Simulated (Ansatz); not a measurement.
## Effort and miss along a sweep of kpoints.mp_grid.grid: HfMg7 (P-6m2, 8 atoms in the cell)

Cell: a = 6.4082 Å, b = 6.4082 Å, c = 5.0653 Å, α = 90.00°, β = 90.00°, γ = 120.00°.

Method: LDA (PW92), default PAW files made with PBE (plane waves; Ansatz, a first-principles code).

Base settings: kpoints.mp_grid.grid = 5 5 5; hamiltonian.xc = lda; hamiltonian.pseudopotentials = {kind: paw} (the program's default PAW files); scf.occupations.method = methfessel_paxton; scf.occupations.width = 0.1 eV.

Misses are taken against the tightest run, 15 15 16, which need not be fully converged itself. The energy is the free energy per atom.

The count of work is k-points × plane waves × bands × iterations; it is no time, and leaves out set-up, grids and terms that scale otherwise. Core times come from one kind of shared machine and are given to one figure; runs under 30 s give none.

The starting cell comes from a database of computed structures (which also holds hypothetical and non-ambient phases and stackings), without a prior relaxation at this level. Ansatz's pressure includes its estimate of the finite-basis (Pulay) stress.

The runs (kpoints.mp_grid.grid): 1 1 1 | 2 2 2 | 3 3 3 | 4 4 4 | 4 4 5 | 5 5 5 | 6 6 6 | 7 7 7 | 8 8 9 | 10 10 10 | 12 12 13 | 15 15 16.

### Question
Which is the coarsest setting among those run that, with all tighter ones, holds the energy within 5 meV/atom of the reference, and what does it save?

### Answer
5 5 5, off by 1.3 meV/atom; it needs 0.054 of the reference's count of work. The coarser 2 2 2 also lies inside, but a setting between leaves the range again, so that is luck.

### Question
Which is the coarsest setting among those run that, with all tighter ones, holds the energy within 1 meV/atom of the reference, and what does it save?

### Answer
7 7 7, off by 0.44 meV/atom; it needs 0.13 of the reference's count of work.

### Question
What does the step from 4 4 5 to 7 7 7 buy?

### Answer
It takes the miss in the energy from 6.6 to 0.44 meV/atom, for 2.7 times the count of work.

```csv
kpoints.mp_grid.grid,energy less reference (meV/atom),pressure less reference (GPa),largest difference in the force on any atom (eV/Å),count of work / reference,core time / reference (rough)
1 1 1,59.95,1.85,0.625,0.0046,–
2 2 2,1.36,0.20,0.033,0.019,–
3 3 3,30.85,0.03,0.078,0.025,–
4 4 4,9.93,0.11,0.048,0.049,–
4 4 5,6.63,0.11,0.010,0.049,–
5 5 5,-1.33,-0.01,0.021,0.054,–
6 6 6,-1.17,-0.02,0.029,0.10,–
7 7 7,0.44,0.00,0.013,0.13,–
8 8 9,-0.49,-0.01,0.009,0.18,0.2
10 10 10,-0.01,-0.01,0.004,0.35,0.3
12 12 13,-0.07,0.00,0.001,0.55,0.5
15 15 16,0.00,0.00,0.000,1.0,1
```

Keys are those of Ansatz 0.2.
